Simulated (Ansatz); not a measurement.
## Effective masses and thermopower of GaP under load (space group R3m)

Input:

```
GaP
1.0
   -0.01228     2.71615     2.71615
    2.71615    -0.01228     2.71615
    2.71615     2.71615    -0.01228
Ga P
1 1
Direct
  0.99969   0.99969   0.99969
  0.25031   0.25031   0.25031
```

Level of theory: r2SCAN with spin-orbit coupling, rigid bands (plane waves, PAW; Ansatz, a quantum-chemistry and plane-wave program). Condition of this run: uniaxial stress along [111] of 1 GPa (compression positive) (the target of the relaxation). Geometry: cell and atoms relaxed with r2SCAN, then loaded as said.

```json
{
  "band_gap": "1.79 eV",
  "electron conductivity mass (300 K, dilute)": "0.34 mₑ",
  "hole conductivity mass (300 K, dilute)": "0.43 mₑ",
  "effective density of states N_c (300 K)": "4.0e19 cm⁻³",
  "effective density of states N_v (300 K)": "1.2e19 cm⁻³",
  "density_of_states_mass_electrons": "1.36 mₑ",
  "density_of_states_mass_holes": "0.62 mₑ",
  "Seebeck coefficient, n-type 1e19 cm⁻³, 300 K": "-331 μV/K",
  "Seebeck coefficient, p-type 1e19 cm⁻³, 300 K": "303 μV/K",
  "best p-type power factor at 300 K for τ = 10 fs (best axis; densities from 1e16 to 1e21 cm⁻³ tried, whether or not they can be reached)": "14.4 μW/(cm·K²) at 3e20 cm⁻³"
}
```

Rigid bands; masses and Seebeck coefficients take one relaxation time τ for all states and one kind of carrier; polarons and phonon drag are left out.
